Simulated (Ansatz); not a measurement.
**Alloy series in WC**

Base system: WC (space group P-6m2, No. 187; a = 2.898 Å, c = 2.828 Å).

The other end (x = 1) is WGe (space group P-6m2, No. 187; a hypothetical phase, not in the database extracts checked): 15.61 Å³/atom, gap zero; this end may not be an ambient phase.

Ge replaces a fraction x of C; each row is one arrangement (x, atoms in the cell, starting space group or random), fully relaxed.

The values are results of PBEsol (Ansatz, an electronic-structure program), no spin-orbit coupling, not measurements.

Candidates:
(a) x(Ge) = 0.5, 8 atoms, Pmc2_1
(b) x(Ge) = 0.333, 6 atoms, P-6m2
(c) x(Ge) = 0.333, 6 atoms, R32
(d) x(Ge) = 0.5, 8 atoms, Cmc2_1

Notes on the quantities. mixing energy: to 0.01 eV only: unlike meshes or grids; against an end that may be hypothetical.

### Question
Order them by mixing energy, highest first.

### Answer
(c) x(Ge) = 0.333, 6 atoms, R32 (+0.48 eV/atom), (d) x(Ge) = 0.5, 8 atoms, Cmc2_1 (+0.39 eV/atom), (a) x(Ge) = 0.5, 8 atoms, Pmc2_1 (+0.20 eV/atom), (b) x(Ge) = 0.333, 6 atoms, P-6m2 (+0.11 eV/atom)

Each cell is one ordered arrangement of few atoms, which overstates ordering effects compared with a random alloy. No phonon test of stability was made. The final runs are not spin-polarised.
